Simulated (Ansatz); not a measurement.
Take CdGeAs2 in the chalcopyrite structure (space group I-42d, No. 122) as the base.

```cif
data_As4Cd2Ge2
_chemical_formula_sum 'Cd2 Ge2 As4'
_space_group_name_H-M_alt 'P 1'
_space_group_IT_number 1
_cell_length_a 6.98264
_cell_length_b 6.98264
_cell_length_c 6.98264
_cell_angle_alpha 130.258
_cell_angle_beta 130.258
_cell_angle_gamma 72.995
loop_
_space_group_symop_operation_xyz
  'x, y, z'
loop_
_atom_site_label
_atom_site_type_symbol
_atom_site_fract_x
_atom_site_fract_y
_atom_site_fract_z
_atom_site_occupancy
Cd1 Cd 0.00000 0.00000 0.00000 1
Cd2 Cd 0.75000 0.25000 0.50000 1
Ge1 Ge 0.50000 0.50000 0.00000 1
Ge2 Ge 0.25000 0.75000 0.50000 1
As1 As 0.87500 0.85102 0.47602 1
As2 As 0.14898 0.62500 0.02398 1
As3 As 0.37500 0.39898 0.52398 1
As4 As 0.60102 0.12500 0.97602 1
```

Method: LDA, PAW, 420 eV (Ansatz, a program for electronic structure; scalar-relativistic without spin-orbit coupling).

For the base:

```
Item               Result
---------------  --------
c/a ratio           1.911
Volume per atom  24.21 Å³
```

It is then changed as follows: a hydrostatic pressure of 0.9 GPa.

Question: Predict the new c/a ratio and volume per atom.

Answer: The c/a ratio stays 1.911; the volume per atom falls by 0.32 Å³ (24.21 Å³ → 23.89 Å³).

Load acts through the strain it causes; cell and atoms are relaxed under it. Stability against distortions was not tested.
